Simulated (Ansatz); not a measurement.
Start from CsSnI$_{3}$ in the cubic perovskite structure (space group Pm-3m, No. 221).

```xyz
5
Lattice="6.0305 0.0000 0.0000 0.0000 6.0305 0.0000 0.0000 0.0000 6.0305" Properties=species:S:1:pos:R:3 pbc="T T T"
Cs     0.0000     0.0000     0.0000
Sn     3.0153     3.0153     3.0153
I      3.0153     0.0000     3.0153
I      0.0000     3.0153     3.0153
I      3.0153     3.0153     0.0000
```

Calculations: Kohn–Sham DFT with the LDA functional, run in Ansatz (a first-principles code) with PAW and 420 eV plane waves, scalar-relativistic without spin-orbit coupling.

Before the change:

| Property | Result |
|---|---|
| Pressure | 0.0 GPa |

Now apply this change: every lattice vector is shortened by 2.40 %, atoms relaxed at fixed cell.

How does this affect the pressure?

The pressure goes from zero to 1.8 GPa.

What does the calculation give for the energy relative to the base after the change?

The energy goes up by 17 meV/atom.

The cells carry an imposed strain or load. Stability against distortions was not tested. The final runs are not spin-polarised. Many cubic perovskites are stable only at high temperature; tilts and polar distortions were not tested.
